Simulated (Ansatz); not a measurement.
A self-consistent single point of Sr2P2O7 (Pna2_1, 44 atoms in the cell) with Ansatz (a program for electronic structure).

Method of the run: LDA (PW92), default PAW files made with PBE (plane waves; Ansatz).

```xyz
44
Lattice="9.0128 0.0000 0.0000 0.0000 13.4836 0.0000 0.0000 0.0000 5.4768" Properties=species:S:1:pos:R:3 pbc="T T T"
P      2.0063     0.4477     2.7384
P      7.0066    13.0360     0.0000
P      2.5002     7.1895     0.0000
P      6.5127     6.2942     2.7384
O      3.8304     3.1012     1.4240
O      5.1824    10.3824     4.1624
O      0.6760     9.8431     4.1624
O      8.3368     3.6406     1.4240
P      4.2360     2.4298     2.7384
P      4.7768    11.0539     0.0000
P      0.2704     9.1716     0.0000
P      8.7424     4.3121     2.7384
Sr     1.5592     3.2226     0.0000
Sr     7.4536    10.2611     2.7384
Sr     2.9472     9.9644     2.7384
Sr     6.0656     3.5192     0.0000
O      3.5420     0.9573     2.7384
O      5.4708    12.5263     0.0000
O      0.9644     7.6992     0.0000
O      8.0484     5.7845     2.7384
Sr     3.3834     5.5634     2.7384
Sr     5.6294     7.9203     0.0000
Sr     1.1230    12.3052     0.0000
Sr     7.8898     1.1785     2.7384
O      1.3519     0.9034     4.0528
O      7.6609    12.5802     1.3144
O      3.1545     7.6452     1.3144
O      5.8583     5.8384     4.0528
O      5.7141     2.1978     2.7384
O      3.2987    11.2858     0.0000
O      7.8051     8.9397     0.0000
O      1.2077     4.5440     2.7384
O      3.7043     3.1012     3.9980
O      5.3085    10.3824     1.2597
O      0.8021     9.8431     1.2597
O      8.2107     3.6406     3.9980
O      2.0910    12.4319     2.7384
O      6.9218     1.0517     0.0000
O      2.4154     5.6901     0.0000
O      6.5974     7.7935     2.7384
O      1.3519     1.0382     1.4787
O      7.6609    12.4454     4.2171
O      3.1545     7.7801     4.2171
O      5.8583     5.7036     1.4787
```

Reference input (self-consistent single point, DFT, PBEsol, plane waves, default PAW files made with PBE): basis.ecutwfc = 420 eV; kpoints.mp_grid.grid = 2 1 3; hamiltonian.xc = pbesol; hamiltonian.pseudopotentials = {kind: paw} (the program's default PAW files); scf.occupations.method = cold; scf.occupations.width = 0.05 eV. This run's input differs from it in these lines:

Ansatz 0.2 input:
```diff
@@ -57,3 +57,3 @@
 hamiltonian:
-  xc: pbesol
+  xc: lda
   pseudopotentials:
```

Output (repeated stretches shortened):

```
SCF iter   1: F=—  HF=-48963.900236 eV  |F-HF|=—  |Δ(HF+E_count)|=         —  Δρ=1.29e-2  dr2=9.84e-1  ethr=1.77e-3  ⟨swp⟩=11.2  Hψ=4798  notcnv=0  defer=64
all-band conjugate gradients solve this SCF's bands
preconditioner: auto → Resta (q_TF=auto, 2.373 Å⁻¹)
SCF iter   2: F=—  HF=-48963.628521 eV  |F-HF|=—  |Δ(HF+E_count)|=   2.72e-1  S|Δr|=    0.00e0  Δρ=3.74e-3  dr2=5.32e-2  ethr=3.42e-4  ⟨swp⟩=3.2  Hψ=1262  notcnv=0  defer=148
   [... lines left out ...]
SCF iter   7: F=—  HF=-48963.612453 eV  |F-HF|=—  |Δ(HF+E_count)|=   1.52e-4  S|Δr|=    0.00e0  Δρ=2.49e-5  dr2=3.85e-6  ethr=7.93e-9  ⟨swp⟩=2.0  Hψ=1181  notcnv=0  defer=148
SCF iter   8: F=—  HF=-48963.612454 eV  |F-HF|=—  |Δ(HF+E_count)|=   8.18e-7  S|Δr|=    0.00e0  Δρ=1.21e-5  dr2=9.15e-7  ethr=1.34e-9  ⟨swp⟩=2.0  Hψ=1134  notcnv=0  defer=148
SCF iter   9: F=-48963.612454 eV  HF=-48963.612454 eV  |F-HF|=5.82e-8  |Δ(HF+E_count)|=   2.90e-7  S|Δr|=    0.00e0  Δρ=3.06e-6  dr2=8.59e-8  ethr=3.47e-11  ⟨swp⟩=19.8  Hψ=5999  notcnv=0
SCF 1 converged in 9 iterations: F = -48963.612454 eV  dr2 = 8.59e-8
Stability not checked (fill_not_monotonic)
Free energy (F): -48963.612454 eV
Internal energy: -48963.612454 eV  (E = F + TS)
E sigma→0 (E₀):  -48963.612454 eV
Fermi energy:    6.483418 eV
--- Forces (eV/Å), atoms counted from 1 ---
  atom   1  P      1.34723220     0.97071965     0.23334930
  atom   2  P     -1.34723220    -0.97071965     0.23334930
  atom   3  P     -1.34723220     0.97071965     0.23334930
  atom   4  P      1.34723220    -0.97071965     0.23334930
  atom   5  O     -0.26404662     0.74436134     0.26906614
   [... 35 lines left out ...]
   [... lines left out ...]
  atom  44  O     -0.45612804     0.31946168     0.46906093
--- Stress (GPa, compression-positive) ---
       -5.416344       0.000000       0.000000
        0.000000      -5.100616       0.000000
        0.000000       0.000000      -6.657534
  P = ⅓ Tr σ = -5.7248 GPa (-57.248 kbar)
  The stress holds the Pulay correction. Without it, at fixed plane waves, as pw.x and ABINIT print it: P = -6.4167 GPa
```

The run converged in 9 iterations. Against the reference run the pressure goes from -1.78 to -5.72 GPa, the largest force goes from 1.816 to 1.765 eV/Å and the gap on the mesh goes from 5.019 to 4.865 eV.

The starting cell comes from a database of published, mostly measured structures (it also holds non-ambient and calculated ones), without a prior relaxation at this level. Its lattice was rescaled by a random factor within 2.5 % of one. With a pressure of about -6 GPa the cell is away from its equilibrium volume at this level. Forces in this geometry exceed 1 eV/Å. Ansatz's pressure includes its estimate of the finite-basis (Pulay) stress. Without the estimate this run gives -6.42 GPa.

Cost on one core of a shared machine: roughly 30 s.
